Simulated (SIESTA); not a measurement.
Input and output of a self-consistent single point for Cs (Im-3m, 1 atom in the cell) (SIESTA)

Computed with GGA PBEsol, numerical atomic orbitals TZP, PseudoDojo PBEsol standard norm-conserving potentials (rewritten from UPF to PSML) in SIESTA 5.4.2.

The input file:

```
# files in the folder: Cs.psml (PseudoDojo PBEsol standard)
SystemName  Cs
SystemLabel cs

NumberOfAtoms                1
NumberOfSpecies              1
%block ChemicalSpeciesLabel
  1 55 Cs
%endblock ChemicalSpeciesLabel
LatticeConstant              1.0 Bohr
%block LatticeVectors
    -5.734846357    5.734846357    5.734846357
     5.734846357   -5.734846357    5.734846357
     5.734846357    5.734846357   -5.734846357
%endblock LatticeVectors
AtomicCoordinatesFormat      Ang
%block AtomicCoordinatesAndAtomicSpecies
     0.000000000    0.000000000    0.000000000  1
%endblock AtomicCoordinatesAndAtomicSpecies

XC.functional                GGA
XC.authors                   PBEsol
PAO.BasisSize                TZP
PAO.EnergyShift              0.005 Ry
MeshCutoff                   300 Ry
%block kgrid.MonkhorstPack
    8   0   0  0.0
    0   8   0  0.0
    0   0   8  0.0
%endblock kgrid.MonkhorstPack
OccupationFunction           MP
OccupationMPOrder            0
ElectronicTemperature        0.1 eV

MaxSCFIterations             150
SCF.Mixer.Method             Pulay
SCF.Mixer.Weight             0.2
SCF.Mixer.History            8
SCF.DM.Tolerance             1.0E-05
Diag.ParallelOverK           true
WriteForces                  true
```

The program printed (abridged):

```
reinit: Reading from file input.fdf

reinit: System Name: Cs
reinit: System Label: cs

coor:   Atomic-coordinates input format  =     Cartesian coordinates
coor:                                          (in Angstroms)

siesta: Atomic coordinates (Bohr) and species
siesta:      0.00000   0.00000   0.00000  1        1

siesta: System type = bulk

initatomlists: Number of atoms, orbitals, and projectors:      1    10    18

siesta: ******************** Simulation parameters ****************************
redata: Spin configuration                          = none
redata: Time-Reversal Symmetry                      = T
redata: Number of Atomic Species                    =        1
redata: Mesh Cutoff                                 =   300.0000 Ry
redata: Net charge of the system                    =     0.0000 |e|
redata: Min. number of SCF Iter                     =        0
redata: Max. number of SCF Iter                     =      150
redata: SCF convergence failure will abort job
redata: SCF mix quantity                            = Hamiltonian
redata: Mix DM or H after convergence               =   F
redata: Recompute H after scf cycle                 =   F
redata: Mix DM in first SCF step                    =   T
redata: No kicks to SCF
redata: DM Mixing Weight for Kicks                  =     0.5000
redata: Require Harris convergence for SCF          =   F
redata: Harris energy tolerance for SCF             =     0.000100 eV
redata: Require DM convergence for SCF              =   T
redata: DM tolerance for SCF                        =     0.000010
redata: Require EDM convergence for SCF             =   F
redata: EDM tolerance for SCF                       =     0.001000 eV
redata: Require H convergence for SCF               =   T
redata: Hamiltonian tolerance for SCF               =     0.001000 eV
redata: Require (free) Energy convergence for SCF   =   F
redata: (free) Energy tolerance for SCF             =     0.000100 eV
redata: Using DFT-D3 dispersion                     =   F
redata: Using Saved Data (generic)                  =   F
redata: Method of Calculation                       = Diagonalization
redata: Electronic Temperature                      =  1160.4518 K
redata: Number of TDED substeps                     =        3
redata: Dynamics option                             = Single-point calculation
redata: Save all siesta data in one NC              =   F
redata: ***********************************************************************

%block SCF.Mixers
  Pulay
%endblock SCF.Mixers

%block SCF.Mixer.Pulay
  # Mixing method
  method pulay
  variant stable

  # Mixing options
  weight 0.2000
  weight.linear 0.2000
  history 8
%endblock SCF.Mixer.Pulay

DM_history_depth set to one: no extrapolation allowed by default for geometry relaxation
Size of DM history Fstack: 1
Total number of electrons:     9.000000
Total ionic charge:     9.000000

* ProcessorY, Blocksize:    1  11

* Orbital distribution balance (max,min):    10    10

k-point displ. along   1 input, could be:     0.00    0.50
k-point displ. along   2 input, could be:     0.00    0.50
k-point displ. along   3 input, could be:     0.00    0.50
 Kpoints in:          320 . Kpoints trimmed:          296

siesta: k-grid: Number of k-points = 296
siesta: k-points from Monkhorst-Pack grid
siesta: k-cutoff (effective) =    21.025 Ang
siesta: k-point supercell and displacements
siesta: k-grid:     8     0     0      0.000
siesta: k-grid:     0     8     0      0.000
siesta: k-grid:     0     0     8      0.000

diag: Algorithm                                     = D&C
diag: Parallel over k                               =   F
diag: Use parallel 2D distribution                  =   F
diag: Parallel block-size                           = 11
diag: Parallel distribution                         =     1 x     1
diag: Used triangular part                          = Lower
diag: Absolute tolerance                            =  0.100E-15
diag: Orthogonalization factor                      =  0.100E-05
diag: Memory factor                                 =  1.0000

superc: Internal auxiliary supercell:     5 x     5 x     5  =     125
superc: Number of atoms, orbitals, and projectors:    125   1250   2250

                        Single-point calculation

superc: Internal auxiliary supercell:     5 x     5 x     5  =     125
superc: Number of atoms, orbitals, and projectors:    125   1250   2250

outcell: Unit cell vectors (Ang):
       -3.034750    3.034750    3.034750
        3.034750   -3.034750    3.034750
        3.034750    3.034750   -3.034750

outcell: Cell vector modules (Ang)   :    5.256341    5.256341    5.256341
outcell: Cell angles (23,13,12) (deg):    109.4712    109.4712    109.4712
outcell: Cell volume (Ang**3)        :    111.7966
new_DM -- step:     1
Initializing Density Matrix...

Attempting to read DM from file... Failed...
DM filled with atomic data:

InitMesh: MESH = 48 x 48 x 48 = 110592
InitMesh: Mesh cutoff (required, used) =   300.000   345.707 Ry

stepf: Methfessel-Paxton step function
       Using Hermite-Gauss polynomials of order  0

        iscf     Eharris(eV)        E_KS(eV)     FreeEng(eV)     dDmax    Ef(eV) dHmax(eV)
   scf:    1     -635.385860     -635.520905     -635.528477  0.515780 -2.344929  1.330354
   scf:    2     -635.549313     -635.535354     -635.542908  0.038463 -2.372068  0.986299
   scf:    3     -635.565705     -635.552312     -635.559822  0.091145 -2.449847  0.011737
   scf:    4     -635.552240     -635.552282     -635.559786  0.004055 -2.459631  0.048771
   scf:    5     -635.552351     -635.552320     -635.559826  0.004500 -2.456460  0.002853
   scf:    6     -635.552320     -635.552320     -635.559826  0.000305 -2.456245  0.000279
mix: Pulay -- inversion failed, > SVD [rank/size] 3 / 5
   scf:    7     -635.552320     -635.552320     -635.559826  0.000012 -2.456255  0.000153
mix: Pulay -- inversion failed, > SVD [rank/size] 3 / 6
   scf:    8     -635.552320     -635.552320     -635.559826  0.000006 -2.456260  0.000087

SCF Convergence by DM+H criterion
max |DM_out - DM_in|         :     0.0000064056
max |H_out - H_in|      (eV) :     0.0000872966
SCF cycle converged after 8 iterations

Using DM_out to compute the final energy and forces

siesta: E_KS(eV) =             -635.5523

siesta: E_KS - E_eggbox =      -635.5523

siesta: Atomic forces (eV/Ang):
     1    0.000000    0.000000    0.000000
   Tot    0.000000    0.000000    0.000000
   Max    0.000000
   Res    0.000000    sqrt( Sum f_i^2 / 3N )
   Max    0.000000    constrained

Stress tensor Voigt[x,y,z,yz,xz,xy] (kbar):       -1.27       -1.27       -1.27        0.00        0.00        0.00
(Free)E + p*V (eV/cell)     -635.4713
Target enthalpy (eV/cell)     -635.5598

siesta: Program's energy decomposition (eV):
siesta: Ebs     =      -136.581565
siesta: Eions   =       965.736361
siesta: Ena     =       279.691082
siesta: Ekin    =       138.517816
siesta: Enl     =        89.402375
siesta: Eso     =         0.000000
siesta: Edftu   =         0.000000
siesta: DEna    =         6.776177
siesta: DUscf   =         0.102445
siesta: DUext   =         0.000000
siesta: Ex      =      -167.215043
siesta: Ec      =       -17.090811
siesta: Exc     =      -184.305854
siesta: Eharris =      -635.552320
siesta: Etot    =      -635.552320
siesta: FreeEng =      -635.559826

siesta: Stress tensor (static) (eV/Ang**3):
siesta:    -0.000791    0.000000    0.000000
siesta:     0.000000   -0.000791    0.000000
siesta:     0.000000    0.000000   -0.000791

siesta: Cell volume =        111.796640 Ang**3

siesta: Pressure (static):
siesta:                Solid            Molecule  Units
siesta:           0.00000862          0.00000862  Ry/Bohr**3
siesta:           0.00079150          0.00079150  eV/Ang**3
siesta:           1.26811998          1.26811998  kBar
```

The run converged in 8 iterations.

The starting cell has typed, rounded lattice constants, without a prior relaxation at this level. Its lattice was rescaled by up to half a per cent. Values carry the incompleteness of an atom-centred basis.
